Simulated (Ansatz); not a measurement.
The reference is InAs in the zinc blende structure (space group F-43m, No. 216; a = 6.186 Å).

Now apply this change: cell and atoms relaxed at a pressure of 18 GPa.

Levels (all Ansatz, a quantum-chemistry and plane-wave program, PAW): PBE (420 eV, no SOC); HSE06+SOC (420 eV, noncollinear with spin-orbit coupling).

The geometry is relaxed with PBE.

- PBE valence-band top at Γ: 0.00, 0.00, 0.00 eV
- PBE lowest conduction level above the VBM at special points: Γ 0.58 eV; X 1.26 eV; L 1.30 eV

With HSE06+SOC at the same geometry, the valence-band top at Γ (three highest Kramers pairs, from the VBM) changes from 0.00, 0.00, 0.00 eV to 0.00, 0.00, -0.41 eV; the lowest conduction level above the VBM at special points changes from Γ 0.58 eV; X 1.26 eV; L 1.30 eV to Γ 1.29 eV; X 1.70 eV; L 1.92 eV. The threefold valence maximum splits by Δso ≈ 0.41 eV.

Single points use the geometry relaxed with PBE. The spin-orbit shifts are approximate. The levels and masses belong to the bands next to the band gap. Load acts through the strain it causes; cell and atoms are relaxed under it. Stability against distortions was not tested. The runs without spin-orbit coupling are not spin-polarised. Measured, InAs leaves this structure (for rock salt) near 7 GPa (temperature not stated; as listed in Datta, Sujoy, Jana, Debnarayan, arXiv (2020)).
